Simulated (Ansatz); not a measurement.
What pressure 60 GPa does to V3Si

Start from V3Si in the A15 (Cr3Si type) structure (space group Pm-3n, No. 223; a = 4.7014 Å).

One thing is altered: cell and atoms relaxed at a pressure of 60 GPa.

Method: DFT with PBE, PAW potentials and a 420 eV plane-wave cutoff in Ansatz (a program for electronic structure), without spin-orbit coupling, earlier PAW set. k-mesh 10×10×10 (Γ-centred); smearing 0.05 eV (Fermi–Dirac).

```tsv
quantity	base	changed	shift
density	5.78 g/cm³	7.11 g/cm³	+1.33 g/cm³
lattice parameter a	4.701 Å	4.388 Å	-0.313 Å
enthalpy H = E + PV relative to the base's energy	–	+4.34 eV/atom	–
band gap	zero	zero	–
```

Load acts through the strain it causes; cell and atoms are relaxed under it. Whether these cells are dynamically stable was not tested. Competing high-pressure phases were not computed. Starting moments died away, wholly or in part, for the base; another magnetic solution may exist. The final runs are not spin-polarised.
